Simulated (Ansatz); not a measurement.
Start from SrO in the rock salt structure (space group Fm-3m, No. 225; a = 5.122 Å). Axes: x, y, z lie along the cube axes.

Calculations: PBEsol in Ansatz (plane waves to 420 eV, PAW, no spin-orbit coupling).

It is then changed as follows: a pure shear with ε_xy = ε_yx = 0.0114, atoms relaxed at fixed cell.

What happens to the stress?

The stress (xx, yy, zz, yz, xz, xy; compression positive) amounts to (0.00, 0.00, -0.03, 0.00, 0.00, -1.25) GPa.

How does this affect the energy relative to the base?

The energy rises by 1.5 meV/atom.

The cells carry an imposed strain or load. Stability against distortions was not tested.

Ansatz is a program for electronic structure.
